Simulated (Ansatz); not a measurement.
Consider ZnGeP$_{2}$ in the chalcopyrite structure (space group I-42d, No. 122).

```xyz
8
Lattice="-2.7499 2.7499 5.4224 2.7499 -2.7499 5.4224 2.7499 2.7499 -5.4224" Properties=species:S:1:pos:R:3 pbc="T T T"
Zn     0.0000     0.0000     0.0000
Zn     0.0000     2.7499     2.7112
Ge     0.0000     0.0000     5.4224
Ge     2.7499     0.0000     2.7112
P      1.3564     1.3750     6.7780
P      1.3750    -1.3564     4.0668
P      1.3936     1.3750     1.3556
P      1.3750     4.1063    -1.3556
```

Computed with PBE/PAW in Ansatz (a first-principles code), no SOC.

Strains are applied to the cell and any free atomic positions relax.

One change was made to it. Results:

```csv
quantity,base,after
energy relative to the base (free energy F),0 meV/atom,+35 meV/atom
"pressure (mean of the normal stresses, compression positive)",0.00 GPa,-5.37 GPa
```

Which of these changes matches the shifts?
A. isotropic strain +1.50 %
B. isotropic strain +2.25 %
C. isotropic strain +3.00 %

C, isotropic strain +3.00 %. For comparison, the energy relative to the base in the other runs: isotropic strain +1.50 % gives +9.1 meV/atom; isotropic strain +2.25 % gives +20 meV/atom.

No phonon test of stability was made.
